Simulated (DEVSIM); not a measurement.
**Schottky contact on p-type In0.53Ga0.47As**

Structure: Schottky contact on p-type In0.53Ga0.47As, at 300 K.

```
layer (left to right)        material  thickness (μm)  Na (cm⁻³)  τn (s)  τp (s)
---------------------  --------------  --------------  ---------  ------  ------
1                      In0.53Ga0.47As            4.20     3.6e15    2e-8    2e-8
```

Left contact: Schottky, work function 4.94 eV, emission velocity 6.9e6 cm/s. Right contact: ohmic. Voltage is applied to the left contact. Recombination: SRH at mid-gap. Mobility is μmin + (μ − μmin)/(1 + (N/Nref)^α).

Constants are typed, rounded textbook-type inputs, not results; the design itself was drawn at random and stands for no fabricated device. Values at 300 K.

```
parameter      In0.53Ga0.47As
-------------  --------------
gap (eV)                 0.74
affinity (eV)            4.51
permittivity             13.9
Nc (cm⁻³)              2.1e17
Nv (cm⁻³)              7.7e18
μn (cm²/Vs)             12000
μp (cm²/Vs)               300
μn,min                    300
μp,min                     10
Nref,n                 1.3e17
Nref,p                 4.9e17
αn                       0.48
αp                        0.4
```

Model (solved in DEVSIM): 1D drift-diffusion, Boltzmann statistics, complete ionisation; no tunnelling, impact ionisation, image-force lowering or self-heating. Metal contacts follow the ideal Schottky-Mott rule: no Fermi-level pinning, no interface dipoles.

```json
{
  "potential_step_across_the_device_at_zero_bias": "0.112 V",
  "largest_field_in_the_device_at_zero_bias": "9000 V/cm",
  "Dark forward voltage at 100 A/cm²": "0.340 V"
}
```

Small-signal capacitance in reverse bias (quasi-static):

```csv
V (V),C (nF/cm²)
0.04,33.4
0.1,38.9
0.2,35.7
0.3,31.1
0.4,27.7
0.6,23.3
0.8,20.4
1,18.4
1.3,16.3
1.6,14.7
2,13.2
```

Dark forward current:

| V (V) | J (A/cm²) |
|---|---|
| -0.05 | -11 |
| -0.15 | -39 |
| -0.25 | -71 |
| -0.35 | -100 |
| -0.45 | -140 |
| -0.55 | -170 |
| -0.65 | -210 |
| -0.75 | -240 |
| -0.85 | -280 |
| -0.95 | -310 |
| -1.10 | -370 |
| -1.20 | -400 |
| -1.30 | -440 |
| -1.40 | -470 |
| -1.50 | -510 |
| -1.60 | -540 |
| -1.70 | -580 |
| -1.80 | -620 |
| -1.90 | -650 |
| -2.00 | -690 |
